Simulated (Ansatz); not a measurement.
Consider InP in the wurtzite structure (space group P6_3mc, No. 186; a = 4.149 Å, c = 6.810 Å; a model cell, its experimental status unchecked). Axes: x lies along a and z along c of the hexagonal cell.

Method: PBEsol/PAW in Ansatz (a program for electronic structure), spin-orbit coupling left out.

It is then changed as follows: tensor shear ε_xy = +2.16 % (engineering shear γ = 0.0432); the atoms relax in the strained cell.

Question: Predict the stress tensor and what it implies for the stiffness.

Answer: Stress of the strained cell less that of the base (GPa, compression positive):
```
  -0.06   -1.37    0.00
  -1.37    0.08    0.00
   0.00    0.00   -0.04
```

Then −Δσ/γ with γ = 2ε = 0.0432 gives secant stiffness values (nonlinear terms included at this strain): C66 ≈ 32 GPa.

As a check, the harmonic strain energy −½ V₀ Δσ:ε is 4.7 meV/atom; the computed energy rise is 4.7 meV/atom.

Stability against distortions was not tested. This is not the structure that InP has at room temperature and ambient pressure.
